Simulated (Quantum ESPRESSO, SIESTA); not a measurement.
A Quantum ESPRESSO input for a self-consistent single point of Hf (P6_3/mmc, 2 atoms in the cell) (DFT, PBE, plane waves, SSSP 1.1.2 efficiency (PBE) pseudopotentials):

```fortran
&control
 calculation = 'scf'
 prefix = 'pwscf'
 outdir = './work'
 pseudo_dir = './'
 tprnfor = .true.
 tstress = .true.
/
&system
 ibrav = 4
 celldm(1) = 5.96613651
 celldm(3) = 1.5830718616
 nat = 2
 ntyp = 1
 ecutwfc = 60
 occupations = 'smearing'
 smearing = 'gaussian'
 degauss = 0.0073499
/
&electrons
 conv_thr = 1.0e-11
/
ATOMIC_SPECIES
Hf   178.4900  Hf-sp.oncvpsp.upf
ATOMIC_POSITIONS alat
Hf    0.00000000    0.57735027    0.39576796
Hf    0.50000000    0.28867514    1.18730390
K_POINTS automatic
8 8 5  0 0 0
```

**Question.** Give the SIESTA input for the same structure, mesh, smearing and functional.

**Answer.** This is the input that was run; spellings and numerical settings could be chosen otherwise.

```
# files in the folder: Hf.psml (PseudoDojo PBE standard)
SystemName  Hf
SystemLabel Hf

NumberOfAtoms                2
NumberOfSpecies              1
%block ChemicalSpeciesLabel
  1 72 Hf
%endblock ChemicalSpeciesLabel
LatticeConstant              1.0 Ang
%block LatticeVectors
     1.578572000   -2.734166000    0.000000000
     1.578572000    2.734166000    0.000000000
     0.000000000    0.000000000    4.997985000
%endblock LatticeVectors
AtomicCoordinatesFormat      Ang
%block AtomicCoordinatesAndAtomicSpecies
     1.578572000    0.911388685    1.249496250  1
     1.578572000   -0.911388685    3.748488750  1
%endblock AtomicCoordinatesAndAtomicSpecies

XC.functional                GGA
XC.authors                   PBE
PAO.BasisSize                DZP
PAO.EnergyShift              0.005 Ry
MeshCutoff                   400 Ry
%block kgrid.MonkhorstPack
    8   0   0  0.0
    0   8   0  0.0
    0   0   5  0.0
%endblock kgrid.MonkhorstPack
OccupationFunction           MP
OccupationMPOrder            0
ElectronicTemperature        100.0 meV

MaxSCFIterations             150
SCF.Mixer.Method             Pulay
SCF.Mixer.Weight             0.2
SCF.Mixer.History            6
SCF.DM.Tolerance             1.0E-05
Diag.ParallelOverK           true
WriteForces                  true
```

Basis, cutoffs, solver keys and any potentials are the target program's own. This input uses DFT, GGA PBE, numerical atomic orbitals DZP, PseudoDojo PBE standard norm-conserving potentials (rewritten from UPF to PSML). Both were run: pressure 5.38 GPa in Quantum ESPRESSO and 5.31 in SIESTA.

On SIESTA: the starting cell has typed, rounded lattice constants, without a prior relaxation at this level. Its lattice was rescaled by a random factor within 2.5 % of one. Values carry the incompleteness of an atom-centred basis. With a pressure of about 5 GPa the cell is away from its equilibrium volume at this level.

On Quantum ESPRESSO: the starting cell has typed, rounded lattice constants, without a prior relaxation at this level. Its lattice was rescaled by a random factor within 2.5 % of one. With a pressure of about 5 GPa the cell is away from its equilibrium volume at this level.
